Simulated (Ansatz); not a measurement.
System: B2O3 (model structure, started from the Al2S3 type, Cc, No. 9, 10 atoms in the cell). Method: PBEsol in Ansatz (plane waves, PAW).

Settings: plane-wave cutoff 520 eV, 10×10×8 k mesh (along the axes of the cell as run), Fermi–Dirac smearing 0.01 eV, scalar-relativistic PAW data made under PBE.

Cell (relaxed at this level):

B₂O₃ is modelled in the monoclinic space group Cc (No. 9), Pearson symbol mS20. Cell: a = 7.9097 Å, b = 4.4960 Å, c = 4.7604 Å, α = γ = 90.00°, β = 121.72°. B1 on 4a is coordinated by 1 O at 1.387 Å and 3 O at 1.521–1.532 Å (tetrahedral). B2 on 4a has 1 O at 1.390 Å and 3 O at 1.491–1.539 Å (tetrahedral). O1 on 4a sees 3 B at 1.527–1.539 Å. O2 on 4a sees 3 B at 1.491–1.521 Å. O3 on 4a is surrounded by 2 B at 1.387–1.390 Å (bent). (Neighbours: up to the widest gap in distance over summed covalent radii, below 1.35, at either atom.)
(The calculation used a cell of 10 atoms; values per cell refer to that cell.)

Question: Give the computed band gap and smallest direct gap on the k points sampled.

Answer: 
* **band gap**: 7.60 eV
* **smallest direct gap on the k points sampled**: 7.62 eV

Note: the relaxation could raise the start's symmetry but not lower it, so the cell can be a saddle point.

Computed values are for the static lattice.

The result took around 40 core-seconds (rough).

A model structure was made by putting elements into a prototype or built by hand; it is no filed structure, need not be a known phase, and can be a saddle point held by its symmetry.

Ansatz is a quantum-chemistry and plane-wave program.
